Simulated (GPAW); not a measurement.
A self-consistent single point of MnS (Fm-3m, 4 atoms in the cell) with GPAW.

Computed with LDA (Perdew-Wang 92), GPAW PAW datasets LDA (gpaw-data 1.0.1) (plane waves; GPAW).

```
CELL_PARAMETERS angstrom
      5.09159     2.54579     2.54579
      2.54579     5.09159     2.54579
      2.54579     2.54579     5.09159
ATOMIC_POSITIONS crystal
  Mn 0.00000 0.00000 0.00000
  Mn 0.50000 0.50000 0.50000
  S  0.25000 0.25000 0.25000
  S  0.75000 0.75000 0.75000
```
Moments meant for the start (each program seeds them in its own way; μB, in the order of the atoms Mn Mn S S): 5.0 -5.0 0.0 0.0.

Reference input (self-consistent single point, DFT PBE, plane waves, GPAW PAW datasets PBE (gpaw-data 1.0.1)): spinpol = true; mode = pw; ecut = 800 eV; xc = PBE; kpts = 6 6 6; mesh shift (steps) = 0 0 0; occupations.name = fermi-dirac; occupations.width = 0.02 eV; nbands = -6; convergence.density = 1e-05 e/electron; convergence.bands = -4; symmetry.symmorphic = false. This run's input differs from it in these lines:

```diff
@@ -18,3 +18,3 @@
             mode={'name': 'pw', 'ecut': 800},
-            xc='PBE',
+            xc='LDA',
             kpts={'size': (6, 6, 6), 'gamma': True},
```

Its files differ too (potentials: GPAW PAW datasets LDA (gpaw-data 1.0.1)).

Output, abridged:

```
     iter     time        total  log10-change:  magmom
                         energy   eigst   dens
iter:   1 --:--:--   -31.919577   +0.50           +0.0000
iter:   2 --:--:--   -32.117529   -0.27  -1.39    -0.0000
iter:   3 --:--:--   -32.015230   -0.85  -1.43    +0.0000
iter:   4 --:--:--   -32.205504   -1.05  -1.60    -0.0000
iter:   5 --:--:--   -32.095062   -1.18  -1.95    +0.0000
iter:   6 --:--:--   -32.117541   -2.11  -2.10    -0.0000
iter:   7 --:--:--   -32.156146   -2.48  -2.09    -0.0000
iter:   8 --:--:--   -32.020977   -1.60  -2.00    -0.0000
iter:   9 --:--:--   -32.022508   -2.48  -3.14    -0.0000
   [... lines left out ...]
iter:  12 --:--:--   -32.025599c  -3.34  -3.43    -0.0000
iter:  13 --:--:--   -32.025152c  -4.91  -3.16    -0.0000
iter:  14 --:--:--   -32.024862c  -4.42  -3.25    -0.0000
   [... 4 lines left out ...]
iter:  19 --:--:--   -32.024783c  -4.73  -3.62    -0.0000
iter:  20 --:--:--   -32.024794c  -5.56  -4.12    -0.0000
iter:  21 --:--:--   -32.024782c  -5.66  -3.72    -0.0000
iter:  22 --:--:--   -32.024779c  -6.36  -4.43    -0.0000
iter:  23 --:--:--   -32.024779c  -7.68c -4.90    -0.0000
iter:  24 --:--:--   -32.024779c  -7.73c -4.85    -0.0000
iter:  25 --:--:--   -32.024779c  -7.70c -5.01c   -0.0000
Converged after 25 iterations.

Dipole moment: (-0.000000, -0.000000, -0.000000) |e|*Ang

Total magnetic moment: (0.000000, 0.000000, -0.000000)
Local magnetic moments:
   0 Mn ( 0.000000,  0.000000,  3.909665)
   1 Mn ( 0.000000,  0.000000, -3.909665)
   2 S  ( 0.000000,  0.000000, -0.000000)
   3 S  ( 0.000000,  0.000000, -0.000000)

Energy contributions relative to reference atoms: (reference = -84560.111835)

Kinetic:        +26.550747
Potential:      -21.780358
External:        +0.000000
XC:             -37.211139
Entropy (-ST):   -0.000053
Local:           +0.415998
SIC:             +0.000000
--------------------------
Free energy:    -32.024806
Extrapolated:   -32.024779

Spin contamination: 4.227712 electrons
Showing only first 2 kpts
                      Up                     Down
   [... lines left out ...]
Fermi level: 7.44884
Gap: 0.185 eV
Direct gap: 0.611 eV
   [... lines left out ...]
Energy (eV): -32.024779

Forces in eV/Ang:
  0 Mn    0.00000   -0.00000    0.00000
  1 Mn   -0.00000    0.00000    0.00000
  2 S    -0.00000   -0.00000   -0.00000
  3 S     0.00000    0.00000    0.00000

Stress tensor:
     0.040960     0.001635     0.001635
     0.001635     0.040960     0.001635
     0.001635     0.001635     0.040960
Stress (GPa, Voigt): [6.5626 6.5626 6.5626 0.2619 0.2619 0.2619]
```

The run converged in 25 iterations. GPAW prints stress with tension positive. Against the reference run the pressure goes from 2.22 to -6.56 GPa and the gap on the mesh goes from 0.570 to 0.185 eV.

The starting cell has typed, rounded lattice constants, without a prior relaxation at this level. Its lattice was rescaled by a random factor within 2.5 % of one. The magnetic order is the one reached from the typed start; others were not searched systematically. With a pressure of about -7 GPa the cell is away from its equilibrium volume at this level.

Cost on one core of a shared machine: roughly 4 min.
